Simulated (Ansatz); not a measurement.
Take GaP in the zinc blende structure (space group F-43m, No. 216) as the base.

Space group F-43m (No. 216); a = b = c = 5.4390 Å, α = β = γ = 90.00°

```tsv
atom	site	symmetry	x	y	z
P	4c	-43m	0.2500	0.2500	0.2500
Ga	4a	-43m	0.0000	0.0000	0.0000
```
(The calculation used a cell of 2 atoms; values per cell refer to that cell.)

Level of theory: Ansatz (a quantum-chemistry and plane-wave program), PBEsol, PAW, cutoff 420 eV, no spin-orbit coupling, earlier PAW set.

Carriers are added at fixed cell with a uniform background; the Fermi–Dirac width is that of 300 K.

One change was made to it. Results:

| quantity | base | after |
|---|---|---|
| Fermi level relative to the doped band's edge (positive inside the band; to 0.05 eV) | – | +0.15 eV |
| valley order (the lowest conduction-band minima on the path, energy above the VBM, named in the base's zone) | a point along ⟨100⟩, about 1.0 Å⁻¹ from Γ 1.45 eV; L along ⟨111⟩ 1.60 eV; Γ 1.80 eV | a point along ⟨100⟩, about 1.0 Å⁻¹ from Γ 1.45 eV; L along ⟨111⟩ 1.60 eV; Γ 1.79 eV |

### Question
Which change produced these results?
(A) electrons 5.0×10^20 cm⁻³
(B) electrons 1.0×10^22 cm⁻³
(C) holes 3.0×10^21 cm⁻³

### Answer
A, electrons 5.0×10^20 cm⁻³. For comparison, the Fermi level from band edge in the other runs: holes 3.0×10^21 cm⁻³ gives +0.50 eV; electrons 1.0×10^22 cm⁻³ gives +0.85 eV.

Charged cell with a jellium background: band edges are those of the host's band count, energies are not comparable with the neutral cell, and many-body gap narrowing is missing. Stability against distortions was not tested.
